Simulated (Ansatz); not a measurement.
Start from Ir in the fcc (Cu type) structure (space group Fm-3m, No. 225; a = 3.812 Å; relaxed with 0.1 eV smearing). Axes: x, y, z lie along the cube axes.

Calculations: LDA (Ansatz, an electronic-structure program, PAW, no spin-orbit coupling).

Base values:

| Property | Result |
|---|---|
| Pressure | 0.0 GPa |

The change: tensile biaxial strain of 1.25 % in the plane normal to [111], as in epitaxy on a mismatched substrate; the out-of-plane cell vector and the atoms relax.

**Question.** Predict the new pressure and out-of-plane strain.

**Answer.** The pressure (mean of the normal stresses, compression positive) goes from zero to -6.9 GPa; the out-of-plane strain amounts to -0.66 %.

No phonon test of stability was made. The final runs are not spin-polarised.
